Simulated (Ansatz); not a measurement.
**A constructed model of the (100) surface of fcc Ag, a pseudomorphic layer of Al in the host's stacking (bottom of the slab: a bare face, its two planes held)**

All values below come from PBE (plane waves to 420 eV, PAW; Ansatz, a program for electronic structure).

Slab: 7 atoms, 12.2 Å thick at the start; k 13x13x1, smearing 0.1 eV, dipole-corrected; 2 atoms held, the rest relaxed; start symmetry kept, larger cells not searched; no spin, no spin-orbit, no U. It is one candidate, not shown to be the stable structure of the face.

- work function of the top face: 4.50 eV
- energy released by relaxation: 0.013 eV
- cost: around 60 core-seconds (rough)
